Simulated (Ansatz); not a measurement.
# Short convergence ladders for LaSi₂Ru (Pm, 8 atoms in the cell)

```
LaSi2Ru
1.0
    4.56144     0.00000     0.00000
    0.00000     4.14363     0.00000
   -1.86053     0.00000     8.22064
La Si Ru
2 4 2
Direct
  0.09549   0.75000   0.20777
  0.90699   0.25000   0.79831
  0.82922   0.75000   0.50577
  0.17078   0.25000   0.49423
  0.53867   0.25000   0.09215
  0.46133   0.75000   0.90785
  0.62037   0.25000   0.38944
  0.37963   0.75000   0.61056
```

Base method: PBEsol, default PAW files made with PBE (plane waves; Ansatz, a program for electronic structure).

Base settings: basis.ecutwfc = 420 eV; kpoints.mp_grid.grid = 6 6 2; hamiltonian.xc = pbesol; hamiltonian.pseudopotentials = {kind: paw} (the program's default PAW files); scf.occupations.method = fermi_dirac; scf.occupations.width = 0.1 eV.

The count of work is k-points × plane waves × bands × iterations; it is no time. Core times come from one kind of shared machine, to one figure; runs under 30 s give none.

**The k-point mesh**

The second cell is the first with its lattice scaled by 0.98.

Only quantities that move along the ladder and can be compared are tabulated.

| kpoints.mp_grid.grid | free energy less the last step's (meV/atom) | energy of the compressed cell less the first (meV/atom) | pressure (GPa) | largest difference of a force vector from the last step's (eV/Å) | count of work / last |
|---|---|---|---|---|---|
| 2 2 1 | -38.99 | -11.30 | -5.36 | 0.433 | 0.020 |
| 3 3 2 | -3.88 | -4.70 | -4.56 | 0.198 | 0.039 |
| 4 4 2 | 2.24 | -4.15 | -4.48 | 0.069 | 0.088 |
| 6 6 2 | 1.63 | -4.44 | -4.52 | 0.032 | 0.16 |
| 5 5 3 | -1.73 | -5.18 | -4.61 | 0.073 | 0.12 |
| 6 6 3 | -1.64 | -5.06 | -4.60 | 0.023 | 0.20 |
| 11 11 6 | 0.00 | -5.00 | -4.59 | 0.000 | 1.0 |

Coarsest kpoints.mp_grid.grid that holds the free energy within 5 meV/atom of the last step, with all finer ones: 3 3 2, at 0.039 of the last step's count of work; the step before is off by 39 meV/atom.

Coarsest kpoints.mp_grid.grid that holds the forces within 0.02 eV/Å: not settled: the last two steps still differ by 0.023 eV/Å, over half the tolerance, so the ladder does not show it.

Coarsest kpoints.mp_grid.grid that holds the pressure within 0.2 GPa of the last step, with all finer ones: 3 3 2, at 0.039 of the last step's count of work; the step before is off by 0.77 GPa.

**The k-point mesh at a smearing width of 0.05 eV**

In this ladder: scf.occupations.width = 0.05 eV.

The second cell is the first with its lattice scaled by 0.98.

Only quantities that move along the ladder and can be compared are tabulated.

```tsv
kpoints.mp_grid.grid	free energy less the last step's (meV/atom)	energy of the compressed cell less the first (meV/atom)	pressure (GPa)	largest difference of a force vector from the last step's (eV/Å)	count of work / last
3 3 2	-3.56	-4.84	-4.58	0.241	0.042
3 4 2	-8.27	-5.58	-4.69	0.070	0.062
4 4 2	2.62	-4.31	-4.51	0.068	0.094
6 6 3	-2.02	-5.30	-4.64	0.029	0.21
8 9 5	-0.08	-5.27	-4.63	0.020	0.55
10 11 6	0.00	-5.26	-4.63	0.000	1.0
```

Coarsest kpoints.mp_grid.grid that holds the forces within 0.01 eV/Å: not settled: the last two steps still differ by 0.020 eV/Å, over half the tolerance, so the ladder does not show it.

Coarsest kpoints.mp_grid.grid that holds the pressure within 0.1 GPa of the last step, with all finer ones: 6 6 3, at 0.21 of the last step's count of work; the step before is off by 0.12 GPa.

Coarsest kpoints.mp_grid.grid that holds the energy of the compressed cell less the first within 0.2 meV/atom of the last step, with all finer ones: 6 6 3, at 0.21 of the last step's count of work; the step before is off by 0.95 meV/atom.

The energy difference between the two cells stays within 1 meV/atom of the last step's from 3 3 2 on, the total only from 8 9 5 on: much of the error is common to both cells and cancels.

**The mesh under tetrahedron occupations**

In this ladder: scf.occupations.method = tetrahedron; scf.occupations.width = default.

Only quantities that move along the ladder and can be compared are tabulated.

```tsv
kpoints.mp_grid.grid	free energy less the last step's (meV/atom)	pressure (GPa)	largest difference of a force vector from the last step's (eV/Å)	count of work / last	core time / last (rough)
3 4 2	-7.81	-4.69	0.072	0.027	–
4 4 2	1.09	-4.54	0.067	0.041	–
5 5 3	-1.39	-4.66	0.053	0.053	–
7 8 4	-0.07	-4.65	0.022	0.16	0.2
11 12 6	0.18	-4.65	0.005	0.51	0.5
14 15 8	0.00	-4.65	0.000	1.0	1
```

Coarsest kpoints.mp_grid.grid that holds the forces within 0.02 eV/Å of the last step, with all finer ones: 11 12 6; the step before is off by 0.022 eV/Å.

Coarsest kpoints.mp_grid.grid that holds the pressure within 0.1 GPa of the last step, with all finer ones: 5 5 3, at 0.053 of the last step's count of work; the step before is off by 0.11 GPa.

Coarsest kpoints.mp_grid.grid that holds the free energy within 2 meV/atom of the last step, with all finer ones: 4 4 2, at 0.041 of the last step's count of work; the step before is off by 7.8 meV/atom.

On the base run: the starting cell comes from a database of computed structures (which also holds hypothetical and non-ambient phases and stackings), without a prior relaxation at this level. Its lattice was rescaled by up to half a per cent. One atom was moved a little off its site on purpose. Spin polarisation is off. In the base run, with a pressure of about -5 GPa the cell is away from its equilibrium volume at this level. Ansatz's pressure includes its estimate of the finite-basis (Pulay) stress. Without a gap this mesh is coarse (it stands for a supercell whose shortest vector is 17 Å).

Keys are those of Ansatz 0.2.
